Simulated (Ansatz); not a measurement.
For BN (model structure, Pm-3m, No. 221, 2 atoms in the cell), PBE-D3(BJ) in Ansatz (PAW) gives:

```
Item                      Result
------------------  ------------
lattice constant a       2.304 Å
cohesive energy     3.42 eV/atom
```

Task: What does r²SCAN (plane waves, PAW; Ansatz, an electronic-structure program) give for the same quantities?

Result: 
- lattice constant a: 2.313 Å (rises by 0.4 %)
- cohesive energy: 2.77 eV/atom (falls by 0.65 eV/atom)

Changes are worked out from the printed values.

Unless a cell is named, each level is at its own relaxed cell (PBE-D3(BJ) 6.12, r²SCAN 6.19 Å³/atom).

Caveats: a distance lies near a switch of the dispersion term, which can move the cell (PBE-D3(BJ)). Ansatz's density-functional and Hartree–Fock values are scalar-relativistic unless marked +SOC, with PAW data made under PBE.

A model structure was made by putting elements into a prototype or built by hand; it is no filed structure, need not be a known phase, and can be a saddle point held by its symmetry.
